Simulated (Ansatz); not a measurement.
The starting structures come from a database of crystals and need not be the phases stable at ambient conditions.

```xyz
4
Lattice="3.9936 0.0000 0.0000 -1.9968 3.4586 0.0000 0.0000 0.0000 6.5861" Properties=species:S:1:pos:R:3 pbc="T T T"
Ga     0.0000     2.3057     6.5860
Ga     1.9968     1.1529     3.2929
As     0.0000     2.3057     2.4633
As     1.9968     1.1529     5.7564
```

Space group of this cell: P6_3mc, wurtzite. The cell is taken as given.

The current runs along the normal of the first two printed vectors, the (001) plane. All runs by Ansatz (a quantum-chemistry and plane-wave program), plane waves and PAW, without spin-orbit coupling; the base is r2SCAN.

```
run                                                      mean pressure (GPa)  gap (eV)  mid-gap κ (1/Å)
-------------------------------------------------------  -------------------  --------  ---------------
base                                                                     0.0      0.97            0.058
all lengths scaled by 0.98                                               5.0       [?]              [?]
all lengths scaled by 1.02                                              -3.7      0.50            0.035
lengths across the current scaled by 0.98, ions clamped                  3.3       [?]              [?]
lengths across the current scaled by 1.02, ions clamped                 -2.5      0.69            0.044
lengths along the current scaled by 0.97, ions clamped                   2.5       [?]              [?]
lengths along the current scaled by 1.03, ions clamped                  -1.9      0.65            0.045
```

Some entries are withheld; supply them.


- all lengths scaled by 0.98, gap (eV): 1.24
- all lengths scaled by 0.98, mid-gap κ (1/Å): 0.080
- lengths across the current scaled by 0.98, ions clamped, gap (eV): 1.22
- lengths across the current scaled by 0.98, ions clamped, mid-gap κ (1/Å): 0.069
- lengths along the current scaled by 0.97, ions clamped, gap (eV): 0.89
- lengths along the current scaled by 0.97, ions clamped, mid-gap κ (1/Å): 0.072
